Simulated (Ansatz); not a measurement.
```
Cu
1.0
    0.00000     1.81831     1.70314
    1.81831     0.00000     1.70314
    1.81831     1.81831     0.00000
Cu
1
Cartesian
  0.00000   0.00000   0.00000
```

All values below come from PBEsol, rigid bands (plane waves, PAW, scalar-relativistic; Ansatz, an electronic-structure program). Condition of this run: uniaxial stress zz = 3 GPa (compression positive) (the target of the relaxation). Geometry: cell and atoms relaxed with PBEsol, then loaded as said.

Q: For narrow interconnects the product ρ₀λ of bulk resistivity and mean free path ranks metals, the lower the better. What is it here?

A: 6.4 (x), 6.4 (y), 6.6 (z) ×10⁻¹⁶ Ω·m².

Q: And the Drude plasma energy and the root-mean-square Fermi velocity at 300 K?

A: 9.1 eV; 1.1e6 m/s.

A metal at this level (no band gap); rigid bands, thermally averaged at 300 K, both spins. Spin-orbit coupling is left out. τ is one relaxation time for all states; the product of resistivity and mean free path takes one path for all states instead.
